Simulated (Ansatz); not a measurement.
GaN (I4mm, No. 107, 2 atoms in the cell; start mp-2646978; a measured phase of this formula has another space group) was calculated with r²SCAN+rVV10 (plane waves, PAW; Ansatz, a first-principles code).

Run with plane-wave cutoff 560 eV, 16×16×16 k mesh, Fermi–Dirac smearing 0.01 eV, scalar-relativistic PAW data made under PBE.

Cell (relaxed at this level):

```
GaN
1.0
   -1.42449     1.42449     2.45710
    1.42449    -1.42449     2.45710
    1.42449     1.42449    -2.45710
Ga N
1 1
Cartesian
  0.00000   0.00000   3.71998
  0.00000   0.00000   1.75936
```

Problem. Give the computed band gap.

Solution. 
band gap: 0.75 eV (on the SCF k mesh)

Note: the relaxation could not lower the start's symmetry, so the cell can be a saddle point above a distorted one.

Spin–orbit coupling is not included.

The computed numbers hold no vibrational or temperature effects.

A start named mp-… is a Materials Project structure, which need not be a measured phase.
